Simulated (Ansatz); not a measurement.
Start from WTe₂ (space group P4_2/mnm, No. 136; a = 6.5963 Å, c = 3.5772 Å; a hypothetical phase, not in the database extracts checked). Axes: x, y, z lie along a, b, c of the conventional cell.

Structures relaxed with PBEsol (Ansatz, a program for electronic structure), without spin-orbit coupling.

Base:

Simulated powder pattern, Co Kα, λ = 1.79026 Å (kinematic, ideal powder, no thermal factors, no anomalous dispersion; the 10 strongest lines at most, above 2 %, up to 2θ = 90°):

```
2θ (°)  I/Imax (%)    hkl
------  ----------  -----
22.13          100  (110)
33.08           33  (101)
35.33           18  (210)
36.76           84  (111)
45.14           65  (220)
46.32           88  (211)
57.09           50  (301)
59.57           28  (311)
60.06           18  (002)
78.20           28  (222)
```

It is then changed as follows: biaxial strain −2.39 %, plane normal [001], relaxed out of plane (Cartesian); in-plane vectors clamped, the third vector and the atoms free.

Where do the lines fall after the change?


Simulated powder pattern, Co Kα, λ = 1.79026 Å (kinematic, ideal powder, no thermal factors, no anomalous dispersion; the 10 strongest lines at most, above 2 %, up to 2θ = 90°):

```tsv
2θ (°)	I/Imax (%)	hkl
22.68	100	(110)
32.35	33	(101)
36.22	20	(210)
36.28	88	(111)
46.31	59	(220)
46.36	93	(211)
57.62	54	(301)
57.73	20	(002)
60.20	24	(311)
77.02	28	(222)
```

The indices refer to the base's conventional cell; one index is shown for lines that coincide.

Stability against distortions was not tested. All final runs are without spin polarisation. WTe2 has a high density of states at the Fermi level and may be magnetic at this level.
